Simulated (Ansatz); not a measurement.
A computed series for hypothetical rock salt GaAs: response to strain

The reference is GaAs in the rock salt structure (space group Fm-3m, No. 225; a = 5.3937 Å; a hypothetical phase, not in the database extracts checked; relaxed with 0.1 eV smearing). Axes: x, y, z lie along the cube axes.

Strains are applied to the cell and any free atomic positions relax; under biaxial strain the out-of-plane vector relaxes too; under stress the whole cell relaxes.

Level of theory: PBE (Ansatz, a quantum-chemistry and plane-wave program; PAW; 420 eV plane waves; no spin-orbit coupling), earlier PAW set.

Notes on the quantities. energy relative to the base: free energy F; pressure: mean of the normal stresses, compression positive.

| change | energy relative to the base | shortest interatomic distance | pressure | space group |
|---|---|---|---|---|
| base | 0 meV/atom | 2.697 Å | 0.0 GPa | Fm-3m (No. 225) |
| biaxial strain −0.66 %, plane normal [110], relaxed out of plane | +0.5 meV/atom | 2.679 Å | 0.4 GPa | Immm (No. 71) |
| isotropic strain −3.98 % | +71 meV/atom | 2.590 Å | 11.4 GPa | Fm-3m (No. 225) |
| isotropic strain +2.67 % | +25 meV/atom | 2.769 Å | -4.6 GPa | Fm-3m (No. 225) |
| isotropic strain +5.47 % | +95 meV/atom | 2.844 Å | -7.7 GPa | Fm-3m (No. 225) |
| uniaxial strain ε_xx = −1.26 % | +1.4 meV/atom | 2.663 Å | 0.9 GPa | I4/mmm (No. 139) |
| uniaxial strain ε_zz = −1.93 % | +3.4 meV/atom | 2.645 Å | 1.5 GPa | I4/mmm (No. 139) |
| uniaxial strain ε_zz = −0.56 % | +0.3 meV/atom | 2.682 Å | 0.4 GPa | I4/mmm (No. 139) |
| uniaxial stress, 3 GPa tension along x | … | 2.679 Å | – | I4/mmm (No. 139) |
| tensor shear ε_yz = −1.32 % | +0.6 meV/atom | 2.697 Å | 0.0 GPa | Immm (No. 71) |

Question: Complete the table.

Answer: 
- uniaxial stress, 3 GPa tension along x, energy relative to the base: +6.0 meV/atom

Beyond what the load breaks, stability against distortions was not tested. The final runs are not spin-polarised.
